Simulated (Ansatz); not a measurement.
We consider Cu3Pd (Pm-3m, No. 221), described by LDA (Ansatz, an electronic-structure program, PAW).

Numerical settings: plane-wave cutoff 520 eV, 16×16×16 k mesh, Fermi–Dirac smearing 0.05 eV, no spin polarisation, scalar-relativistic PAW data made under PBE.

Cell (relaxed at this level):

```cif
data_Cu3Pd
_chemical_formula_sum 'Pd1 Cu3'
_space_group_name_H-M_alt 'Pm-3m'
_space_group_IT_number 221
_space_group_name_Hall '-P 4 2 3'
_cell_length_a 3.61196
_cell_length_b 3.61196
_cell_length_c 3.61196
_cell_angle_alpha 90.000
_cell_angle_beta 90.000
_cell_angle_gamma 90.000
loop_
_atom_site_label
_atom_site_type_symbol
_atom_site_symmetry_multiplicity
_atom_site_Wyckoff_symbol
_atom_site_fract_x
_atom_site_fract_y
_atom_site_fract_z
_atom_site_occupancy
Pd1 Pd 1 a 0.00000 0.00000 0.00000 1
Cu1 Cu 3 c 0.00000 0.50000 0.50000 1
```

Task: Give the computed bulk modulus.

Result: 
- bulk modulus: 199 GPa

The run finds no gap.

Note: the bulk modulus is −V dP/dV from two relaxed cells at ±2 % in volume; the relaxation could not lower the start's symmetry, so the cell can be a saddle point above a distorted one; the volume lies 6 % below that of the published cell.

Computed values are for the static lattice.

It cost roughly 80 core-seconds of CPU time.
